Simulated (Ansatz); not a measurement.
Functionals compared on a constructed model of the (110) surface of bcc Ta, a pseudomorphic layer of V in the host's stacking (bottom of the slab: a bare face, its two planes held), in Ansatz (plane waves, PAW). The structure was relaxed with PBE; the other rows are single points on it. Cutoff 420 eV.

Model: 7-atom slab, 14.6 Å thick at the start, 14x14x1 mesh, Fermi-Dirac 0.1 eV, dipole correction, 2 atoms held, the rest relaxed; held to the start's symmetry, so lower structures may exist; spin-polarised, ending with about 1.3 μB a cell; orders that need a larger cell were not tried, no spin-orbit, no U. It is one candidate, not shown to be the stable structure of the face. These notes are the PBE run's.

```json
[
 {"functional": "PBE", "work function of the top face (eV)": "3.93", "magnetic moment of the cell (μB)": "1.25", "rough cost of the single point": "–"},
 {"functional": "RPBE", "work function of the top face (eV)": "[?]", "magnetic moment of the cell (μB)": "1.52", "rough cost of the single point": "roughly 4 core-minutes"}
]
```

Question: Some entries are withheld; supply them.

Answer: 
- RPBE, work function of the top face (eV): 3.66

Ansatz is a program for electronic structure.
